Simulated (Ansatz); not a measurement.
## WC: response to strain

Base system: WC (space group P-6m2, No. 187; a = 2.899 Å, c = 2.827 Å; relaxed with 0.1 eV smearing). Axes: x lies along a and z along c of the hexagonal cell.

Strains are applied to the cell and any free atomic positions relax.

Calculations: Ansatz (a quantum-chemistry and plane-wave program), PBEsol, PAW, cutoff 420 eV, spin-orbit coupling left out.

Notes on the quantities. energy relative to the base: free energy F.

```tsv
uniaxial strain ε_zz (%)	energy relative to the base (meV/atom)
-3	30.4
-2.5	20.9
-2	?
-1.5	7.4
-1	3.2
-0.5	0.8
0	0.0
```

Problem. Fit ΔE = Aε² + Bε³ (ε in %) to the rows shown and predict the withheld row.

Solution. Least squares on the printed values gives A = 3.18 and B = -0.067 meV/atom (largest residual 0.0 meV/atom); this predicts 13.2 meV/atom, and the run gives 13.2 meV/atom, in agreement.

No phonon test of stability was made. The final runs are not spin-polarised.
